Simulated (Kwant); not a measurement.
Model system: wire with a row of barriers in a InSb two-dimensional gas. Effective mass 0.014 mₑ, grid spacing 8.3 nm, hard walls, nominal width 200 nm (25 grid rows, so walls 215.8 nm apart), one parabolic valley, scattering region 830 nm long along x; energies count from the band bottom; Fermi energy swept from 0.00053719 to 0.0063791 eV. 2 barrier(s) across the wire, height 0.016 eV, thickness 33.2 nm (about 4 grid columns), spaced by 66.4 nm.

Constants are typed, rounded textbook-type inputs, not results; the design itself was drawn at random and stands for no fabricated device.

Model: effective-mass tight-binding model on a square grid, one spin, coherent transport at 0 K (Kwant). Conductance is in e²/h.

**Question.** How many channels do the leads carry at E = 2.82, 3.44, 4.51 meV?

**Answer.** The hard-wall thresholds are n² ħ²π²/(2mW²) = n² × 0.577 meV with W = 215.8 nm. √(2.82/0.577) = 2.21, so 2. √(3.44/0.577) = 2.44, so 2. √(4.51/0.577) = 2.79, so 2.
